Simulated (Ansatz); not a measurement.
Base system: PbTe in the rock salt structure (space group Fm-3m, No. 225; a = 6.380 Å). Axes: x, y, z lie along the cube axes.

All numbers come from LDA (Ansatz, a quantum-chemistry and plane-wave program), no spin-orbit coupling.

Before the change:

- Pressure = 0.00 GPa
- Band gap = 0.57 eV

It is then changed as follows: compressive biaxial strain of 0.50 % in the plane normal to [001], as in epitaxy on a mismatched substrate; the out-of-plane cell vector and the atoms relax.

Problem. Estimate the effect on the pressure.

Solution. The pressure (mean of the normal stresses, compression positive) goes from zero to 0.49 GPa.

Problem. Predict the new out-of-plane strain.

Solution. The out-of-plane strain comes out as +0.03 %.

Problem. Estimate the effect on the band gap.

Solution. The band gap drops by 0.02 eV, from 0.57 eV to 0.55 eV.

Spin-orbit coupling, missing from the scalar runs, can matter with Pb and Te. Stability against distortions was not tested.
